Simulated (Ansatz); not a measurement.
LiH (model structure, within 0.1 Å of P6₃/mmc, No. 194, 4 atoms in the cell), treated with PBE0 (plane waves, PAW; Ansatz, a first-principles code).

Run with plane-wave cutoff 460 eV, 9×9×6 k mesh (along the axes of the cell as run), Fermi–Dirac smearing 0.01 eV, scalar-relativistic PAW data made under PBE.

The cell is the one relaxed with PBEsol. Conventional cell: a = 3.2333 Å, b = 3.2333 Å, c = 4.0437 Å, α = 90.00°, β = 90.00°, γ = 120.00°.

```
CELL_PARAMETERS angstrom
      3.23329     0.00000     0.00000
     -1.61664     2.80011     0.00000
      0.00000     0.00000     4.04368
ATOMIC_POSITIONS crystal
  Li 0.66667 0.33333 0.06248
  Li 0.33333 0.66667 0.56248
  H  0.66667 0.33333 0.56272
  H  0.33333 0.66667 0.06272
```

Q: List the 3 lowest band energies at Γ above −25 eV (eV, relative to the valence band maximum), grouping those that round alike.

A: At Γ: -5.98, 0.00, 4.73.

Note: the run warned that its exchange threshold was loose for the stress; cell and atoms aren't relaxed at this level (pressure 0.3 GPa).

A model structure was made by putting elements into a prototype or built by hand; it is no filed structure, need not be a known phase, and can be a saddle point held by its symmetry.
